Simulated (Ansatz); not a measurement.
We consider cubic perovskite KMgF3, described by LDA (Ansatz, an electronic-structure program, PAW).

Settings: plane-wave cutoff 520 eV, 6×6×6 k mesh, perturbation theory, scalar-relativistic PAW data made under PBE.

The cell has the measured lattice parameters. Conventional cell: a = 3.9897 Å, b = 3.9897 Å, c = 3.9897 Å, α = 90.00°, β = 90.00°, γ = 90.00°.

Harmonic phonon frequencies (cm⁻¹; i marks an imaginary mode; at Γ without the LO shift):

| q point | frequencies |
|---|---|
| Γ | 0 0 0 129 129 129 175 175 175 281 281 281 441 441 441 |
| X | 108 108 120 120 159 186 194 194 211 260 260 424 439 439 446 |
| M | 86 106 120 120 191 191 196 196 218 284 327 403 403 437 456 |

No imaginary mode appears at these points.

Note: the cell isn't this level's own, so it is under some stress, which shifts stiffness and frequencies.
